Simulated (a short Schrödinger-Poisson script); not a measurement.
Solved with a short Schrödinger-Poisson script written for these runs: one-band effective-mass equation with BenDaniel-Duke matching, electrons, heavy and light holes apart, hard walls at the outer ends, one valence edge for both holes (no strain splitting), no charge, excitons, band mixing or non-parabolicity; under a field the levels are quasi-bound states of a box, listed while three quarters of their weight lies within 4 nm of the wells.

System: single In0.35Ga0.65N/GaN quantum well.

```csv
layer,material,thickness (nm),built-in field (kV/cm)
1,GaN,12,-
2,In0.35Ga0.65N,4,4000
3,GaN,12,-
```

Constants are typed, rounded textbook-type inputs, not results; the design itself was drawn at random and stands for no fabricated device. In0.35Ga0.65N: direct gap (eV) 2.167, conduction-band edge (eV) 0, electron mass (mₑ) 0.1545, heavy-hole mass 1.7, light-hole mass 0.3. GaN: direct gap (eV) 3.43, conduction-band edge (eV) 0.884, electron mass (mₑ) 0.2, heavy-hole mass 1.9, light-hole mass 0.33.

The valence-band edge of each layer lies one gap below its conduction-band edge. The electron's potential energy rises along the stack by the applied field and, inside the well alone, by the built-in field (unscreened; none in the barriers). Mesh 0.03 nm at interfaces.

Gate and field steps stay those of the base.

One input was changed, with this effect: e1-hh1 transition at zero applied field 1.357 → 1.916 eV; squared e1-hh1 overlap at zero applied field 0.0007 → 0.02; shift of e1-hh1 at 225 kV/cm -70.9 → -58.1 meV.

Problem. Which change was it?
(A) well width 4 → 2.6 nm
(B) conduction-band offset 0.884 → 0.8 eV
(C) electron mass in the well 0.1545 → 0.19 mₑ
(D) built-in field of the well 4000 → 2000 kV/cm
(E) well width 4 → 3.2 nm

Solution. D, built-in field of the well 4000 → 2000 kV/cm

Excitons, screening of the built-in field, fields in the barriers and alloy fluctuations are left out, and strain enters only through the typed gaps and offsets, so measured lines lie elsewhere.
